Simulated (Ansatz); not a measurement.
Base system: Cu in the fcc (Cu type) structure (space group Fm-3m, No. 225; a = 3.630 Å).

All numbers come from PBE (Ansatz, an electronic-structure program, PAW, spin-orbit coupling left out).

Before the change:

The shortest interatomic distance is 2.567 Å and the density is 8.83 g/cm³.

Now apply this change: a hydrostatic pressure of 22.5 GPa.

### Question
What does the calculation give for the shortest interatomic distance and density after the change?

### Answer
The shortest interatomic distance decreases by 0.0993 Å (2.567 Å → 2.467 Å); the density goes up by 1.11 g/cm³, from 8.83 g/cm³ to 9.94 g/cm³.

Load acts through the strain it causes; cell and atoms are relaxed under it. Stability against distortions was not tested. Competing high-pressure phases were not computed. The final runs are not spin-polarised.
